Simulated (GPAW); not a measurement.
Band structure of PbS (Fm-3m, 2 atoms in the cell).

```
PbS
1.0
    0.00000     2.97000     2.97000
    2.97000     0.00000     2.97000
    2.97000     2.97000     0.00000
Pb S
1 1
Direct
  0.00000   0.00000   0.00000
  0.50000   0.50000   0.50000
```

Computed with PBE, GPAW PAW datasets PBE (gpaw-data 1.0.1) (plane waves; GPAW).

Settings: mode = pw; ecut = 550 eV; xc = PBE; kpts = 7 7 7; mesh shift (steps) = 0 0 0; occupations.name = fermi-dirac; occupations.width = 0.05 eV; nbands = -4; convergence.forces = 0.001 eV/Å; convergence.bands = -2; symmetry.symmorphic = false; symmetry.tolerance = 0.0005; maxiter = 150; bandpath_npoints = 40.

The starting cell has typed, rounded lattice constants, without a prior relaxation at this level. Spin-orbit coupling is off.

**Question.** Predict the gap along the standard path and the places of the band edges.

**Answer.** The gap along the path is 0.33 eV, direct at L to within 0.01 eV.

Levels in eV from the top of the valence band on the SCF mesh, bands 7 to 14:
```tsv
point	7	8	9	10	11	12	13	14
Γ	-5.74	-1.92	-1.92	-1.92	5.41	5.41	5.41	6.95
X	-6.88	-4.93	-3.19	-3.19	4.11	5.78	5.88	5.88
W	-7.62	-4.17	-4.17	-0.77	2.40	4.89	4.89	8.37
K	-7.66	-4.52	-2.69	-2.22	3.55	4.33	5.27	6.45
L	-8.53	-1.53	-1.53	0.27	0.60	2.18	2.18	8.90
U	-7.66	-4.52	-2.69	-2.22	3.55	4.33	5.27	6.45
```
